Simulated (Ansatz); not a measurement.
Worked example: self-consistent single point of GeRh (Pm, 8 atoms in the cell) in Ansatz (an electronic-structure program).

Method: LDA (PW92), default PAW files made with PBE (plane waves; Ansatz).

```
GeRh
1.0
    5.64434     0.00000     0.00000
    0.00000     3.27744     0.00000
    0.00000     0.00000     6.42521
Ge Rh
4 4
Direct
  0.80826   0.75000   0.44421
  0.19174   0.25000   0.56357
  0.69174   0.25000   0.93643
  0.30826   0.75000   0.06357
  0.99544   0.75000   0.79662
  0.00456   0.25000   0.20338
  0.50456   0.25000   0.29662
  0.49544   0.75000   0.70338
```

Reference input (self-consistent single point, DFT, LDA (PW92), plane waves, default PAW files made with PBE): basis.ecutwfc = 420 eV; kpoints.mp_grid.grid = 4 7 3; hamiltonian.xc = lda; hamiltonian.pseudopotentials = {kind: paw} (the program's default PAW files); scf.occupations.method = gaussian; scf.occupations.width = 0.1 eV. This run's input differs from it in these lines:

Ansatz 0.2 input:
```diff
@@ -17,3 +17,3 @@
 kpoints:
-  mp_grid: { grid: [4, 7, 3] }
+  mp_grid: { grid: [8, 13, 7] }
 hamiltonian:
@@ -22,3 +22,3 @@
 scf:
-  occupations: { method: gaussian, width: 0.1 eV }
+  occupations: { method: gaussian, width: 0.05 eV }
 output:
```

Output, abridged:

```
SCF iter   1: F=—  HF=-41982.143737 eV  |F-HF|=—  |Δ(HF+E_count)|=         —  Δρ=1.07e-2  dr2=1.33e-1  ethr=1.77e-3  ⟨swp⟩=5.8  Hψ=50891  notcnv=0  defer=257
all-band conjugate gradients solve this SCF's bands
preconditioner: auto → Kerker (q_TF=auto, 2.748 Å⁻¹)
SCF iter   2: F=—  HF=-41982.125261 eV  |F-HF|=—  |Δ(HF+E_count)|=   1.85e-2  Δρ=5.28e-3  dr2=3.53e-2  ethr=1.07e-4  ⟨swp⟩=2.0  Hψ=18525  notcnv=0  defer=643
   [... lines left out ...]
SCF iter   5: F=—  HF=-41982.118300 eV  |F-HF|=—  |Δ(HF+E_count)|=   1.19e-4  Δρ=1.41e-4  dr2=2.62e-5  ethr=2.66e-7  ⟨swp⟩=2.0  Hψ=22911  notcnv=0  defer=643
SCF iter   6: F=—  HF=-41982.118297 eV  |F-HF|=—  |Δ(HF+E_count)|=   3.04e-6  Δρ=2.76e-5  dr2=9.07e-7  ethr=2.11e-8  ⟨swp⟩=2.0  Hψ=23078  notcnv=0  defer=643
SCF iter   7: F=—  HF=-41982.118297 eV  |F-HF|=—  |Δ(HF+E_count)|=   1.07e-7  Δρ=7.42e-6  dr2=1.13e-7  ethr=8.06e-11  ⟨swp⟩=8.6  Hψ=65351  notcnv=0
SCF iter   8: F=-41982.118297 eV  HF=-41982.118297 eV  |F-HF|=2.20e-8  |Δ(HF+E_count)|=   1.38e-8  Δρ=2.53e-6  dr2=2.55e-8  ethr=8.06e-11  ⟨swp⟩=3.2  Hψ=41757  notcnv=0
SCF 1 converged in 8 iterations: F = -41982.118297 eV  dr2 = 2.55e-8
Free energy (F): -41982.118297 eV
Internal energy: -41982.112363 eV  (E = F + TS)
E sigma→0 (E₀):  -41982.115330 eV
Entropy (-TS):   -0.005934 eV (-0.742 meV/atom)
Fermi energy:    16.881291 eV
--- Forces (eV/Å), atoms counted from 1 ---
  atom   1  Ge    -0.05322361     0.00000000    -0.61066514
  atom   2  Ge     0.16352187     0.00000000     0.02751275
  atom   3  Ge     0.12364227     0.00000000     0.00536962
  atom   4  Ge    -0.14820580     0.00000000     0.15675679
  atom   5  Rh     0.00749520     0.00000000     0.17712441
  atom   6  Rh    -0.03540714     0.00000000     0.09029163
  atom   7  Rh     0.09087340     0.00000000     0.08520991
  atom   8  Rh    -0.14869925     0.00000000     0.06840022
--- Stress (GPa, compression-positive) ---
       -4.529970       0.000000       0.109643
        0.000000      -4.321517       0.000000
        0.109643       0.000000      -4.261348
  P = ⅓ Tr σ = -4.3709 GPa (-43.709 kbar)
  The stress holds the Pulay correction. Without it, at fixed plane waves, as pw.x and ABINIT print it: P = -4.4371 GPa
```

The run converged in 8 iterations. Against the reference run the free energy rises by 2.8 meV/atom, the pressure stays near -4.37 GPa while the yy stress (positive for compression) goes from -5.16 to -4.32 GPa and the largest force goes from 0.553 to 0.613 eV/Å.

The starting cell comes from a database of computed structures (which also holds hypothetical and non-ambient phases and stackings), without a prior relaxation at this level. Its lattice was rescaled by up to half a per cent. One atom was moved a little off its site on purpose. Spin polarisation is off. With a pressure of about -4 GPa the cell is away from its equilibrium volume at this level. Ansatz's pressure includes its estimate of the finite-basis (Pulay) stress.

Cost on one core of a shared machine: roughly 3 min.
